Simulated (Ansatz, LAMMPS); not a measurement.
# Si well of 16 atomic layers along [001] in random Si0.8Ge0.2, Ge share that oscillates in the well

Cell 16.58 × 16.58 × 55.01 Å, Si615Ge105, 720 atoms. Prepared with Tersoff's 1989 multicomponent potential (SiCGe.tersoff) in LAMMPS: minimisation. 

These are PBE, support functions at accuracy medium on the grid of 370 eV (norm-conserving potentials; Ansatz, a quantum-chemistry and plane-wave program) values and carry that method's errors.

Basis: localised support functions (accuracy medium) on a full density matrix. k-points: zone centre alone; occupations: Fermi-Dirac, 0.010 eV; spin polarisation not allowed. Scalar-relativistic, no spin-orbit coupling.

* **Kohn-Sham gap of the cell on its k-mesh**: 0.48 eV
* **weight of the highest filled level on the well**: 0.34
* **weight of the lowest empty level on the well**: 0.91
* **coordination (neighbours within 2.850 Å)**: 100.0 % 4-fold
* **Ge-Ge bonds, mean ± spread**: 2.465 ± 0.006 Å
* **Ge-Si bonds, mean ± spread**: 2.420 ± 0.006 Å
* **Si-Si bonds, mean ± spread**: 2.378 ± 0.005 Å
* **bond angles, mean ± spread**: 109.5° ± 0.9°
* **pressure**: -0.61 GPa
* **cost of the final run**: very roughly 40 core-minutes, 16 SCF iterations, 15 GiB
